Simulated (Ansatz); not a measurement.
Abridged Ansatz (a first-principles code) output:

```
Relaxation: its limit of steps is 60 (relax.max_steps)
Pseudopotential: Cs, paw, valence charge 9
Pseudopotential: Sn, paw, valence charge 14
Pseudopotential: I, paw, valence charge 17
Crystal: 5 atoms, lattice volume = 241.158 Å³
Basis set: ecut = 500 eV, 6043 PW (Γ), exchange–correlation on 192×192×192 points (64 copies of the dense FFT grid, shifted against one another)
Bands: 45, of which v1, the nominal top of the filled ones, is band 37 counted from 1 (36 counted from 0)
Symmetry: 48 space group operations
k-points: 20 of 216
Functional: x = r2scan, c = r2scan; τ floored in thin density (d = 2e-4 eV/Å³)
SCF iter   1: F=—  HF=-34313.884261 eV  |F-HF|=—  |Δ(HF+E_count)|=         —  Δρ=2.64e-3  dr2=1.58e-2  dr2_τ=1.97e-3  ethr=1.77e-3  ⟨swp⟩=10.2  Hψ=4401  notcnv=0  defer=6
SCF iter   2: F=—  HF=-34313.900230 eV  |F-HF|=—  |Δ(HF+E_count)|=   1.60e-2  Δρ=1.24e-3  dr2=4.63e-3  dr2_τ=1.05e-4  ethr=2.14e-5  ⟨swp⟩=2.4  Hψ=1652  notcnv=0  defer=34
SCF 1 converged in 6 iterations: F = -34313.899532 eV  dr2 = 7.96e-8
relax step   1: F+E_penalty+E_count = -34313.89953185 eV  Δ(F+E_penalty+E_count) = +0.000e0 eV  max|allowed force component| = 5.759e-29 eV/Å  Δτ_max = 0.0000 Å  P = +0.001 GPa  Ω = 241.158 Å³  (6 SCF iters, dr2 threshold 1.00e-7 eV, accepted)
[... steps on the carried basis left out ...]
relax step   5: F+E_penalty+E_count = -34313.84516235 eV  Δ(F+E_penalty+E_count) = -1.418e-3 eV  max|allowed force component| = 1.311e-28 eV/Å  Δτ_max = 0.0000 Å  P = -0.992 GPa  Ω = 257.670 Å³  stress off target by 7.93e-3 GPa  SCF on the basis re-selected at this cell (its energy is not comparable with the rows above)  (8 SCF iters)
SCF converged after 8 iterations
Free energy (F): -34313.845162 eV
Internal energy: -34313.845153 eV  (E = F + TS)
E sigma→0 (E₀):  -34313.845158 eV
Entropy (-TS):   -0.000009 eV (-0.002 meV/atom)
Fermi energy:    4.477551 eV
--- Forces (eV/Å), atoms counted from 1 ---
  atom   1  Cs     0.00000000     0.00000000     0.00000000
  atom   2  Sn    -0.00000000    -0.00000000    -0.00000000
  atom   3  I     -0.00000000    -0.00000000    -0.00000000
  atom   4  I      0.00000000     0.00000000     0.00000000
  atom   5  I     -0.00000000    -0.00000000     0.00000000
--- Stress (GPa, compression-positive) ---
       -0.992070       0.000000      -0.000000
        0.000000      -0.992070      -0.000000
       -0.000000      -0.000000      -0.992070
  P = ⅓ Tr σ = -0.9921 GPa (-9.921 kbar)
--- Relaxed structure (4 steps of the walk, 4 accepted, 1 SCFs on fresh bases) ---
  cell:  # Å, volume = 257.6698 Å³
    - [6.363379859203448, -6.419766481290786e-35, 1.2839532962581572e-34]
    - [-3.2098832406453937e-34, 6.363379859203448, 1.2839532962581572e-34]
    - [1.925929944387236e-34, 1.2839532962581572e-34, 6.363379859203448]
  atoms:
    - { symbol: Cs, position: [-4.7701306991811365e-36, 1.5631847230917035e-36, 1.740453093928866e-36] }
    - { symbol: Sn, position: [0.49999999999999994, 0.49999999999999994, 0.49999999999999994] }
    - { symbol: I, position: [-2.191681673837479e-36, 0.49999999999999994, 0.49999999999999994] }
    - { symbol: I, position: [0.49999999999999994, 0.49999999999999994, -1.4826081909751987e-36] }
    - { symbol: I, position: [0.49999999999999994, 4.351132733823163e-37, 0.49999999999999994] }
```

What was computed, and what are the main results?

CsSnI3, 5 atoms in the cell, with Kohn–Sham DFT with the r2SCAN functional, run in Ansatz with PAW and 500 eV plane waves, without spin-orbit coupling, from a series relaxed to a target (pressure −1 GPa). The last SCF converged to F = -34313.845162 eV, or -6862.7690 eV per atom, at a pressure of -0.99 GPa. The total energy compares only with runs of the same code, potentials and settings.

With I present, leaving out spin-orbit coupling can change the band edges. Load acts through the strain it causes; cell and atoms are relaxed under it. Stability against distortions was not tested. The cell was made from CsSnI$_{3}$ in the cubic perovskite structure (space group Pm-3m, No. 221) by this change: pressure −1 GPa. Many cubic perovskites are stable only at high temperature; tilts and polar distortions were not tested.

Keys are those of Ansatz 0.2.
